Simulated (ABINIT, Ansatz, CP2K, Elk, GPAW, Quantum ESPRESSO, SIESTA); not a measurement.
**Code comparison for a sheet of PtSe₂ (3 atoms in the cell)**

Self-consistent single point.

```yaml
crystal:
  lattice:
    - [3.61926, 0.00000, 0.00000]
    - [-1.80963, 3.13437, 0.00000]
    - [0.00000, 0.00000, 16.98204]
  atoms:
    - { symbol: Pt, position: [0.00000, 0.00000, 0.50000] }
    - { symbol: Se, position: [0.33333, 0.66667, 0.58780] }
    - { symbol: Se, position: [0.66667, 0.33333, 0.41220] }
```

Shared settings, as Ansatz (a program for electronic structure) writes them: kpoints.mp_grid.grid = 9 9 1; scf.occupations.method = gaussian; scf.occupations.width = 0.01 Ry. Potentials and cutoffs stand in the table.

```csv
code,model,largest force (eV/Å),gap on the mesh (eV),cutoff
Quantum ESPRESSO,"LDA (PZ), GBRV 1.5 ultrasoft (LDA) pseudopotentials",1.847,0.773,40 Ry
ABINIT,"LDA (PW92), PAW (JTH v2.0 LDA PAW)",1.811,0.749,21 Ha
SIESTA,"LDA PW92, numerical atomic orbitals DZP, PseudoDojo LDA standard norm-conserving potentials (rewritten from UPF to PSML)",1.288,0.850,grid 300 Ry
Elk,"LDA (PW92), all-electron FP-LAPW, Elk's shipped species files, LAPW+lo basis",–,0.789,rgkmax 7.5
CP2K,"LDA (Pade form), GPW, DZVP-MOLOPT-SR-GTH basis, GTH-PADE potentials (GTH_POTENTIALS)",1.874,0.831,grid 500 Ry
Ansatz,"LDA (PW92), default PAW files made with PBE",1.844,0.775,default
GPAW,"LDA (Perdew-Wang 92), GPAW PAW datasets LDA (gpaw-data 1.0.1)",1.849,0.756,550 eV
```

A dash marks a value that a program does not give, or that is left out as unsure.

Gaps are read on the mesh.

On Ansatz's run: spin-orbit coupling is off.

The spread over the programs that give each value: largest force within 0.586 eV/Å; gap on the mesh within 0.101 eV.

SIESTA and CP2K use small atom-centred bases, whose incompleteness enters pressures, forces and empty levels differently from a plane-wave cutoff. Elk treats all electrons, but the usual bases taken here (sphere radii, linearisation, local orbitals, empty states) were not tested for convergence, so the values are no reference for the others. The same LDA comes in different parametrisations, which differ slightly. In the force vectors, SIESTA (by 0.558) lies more than 0.08 eV/Å from the median of the plane-wave programs.

The starting cell was generated: these elements placed on a structure prototype, without a prior relaxation; it need not be a known phase or ordering of this composition. Its lattice was rescaled in the plane by a random factor within 2.5 % of one.

Left out of this page: FLEUR (with a known weakness of the program).

Keys are those of Ansatz 0.2.
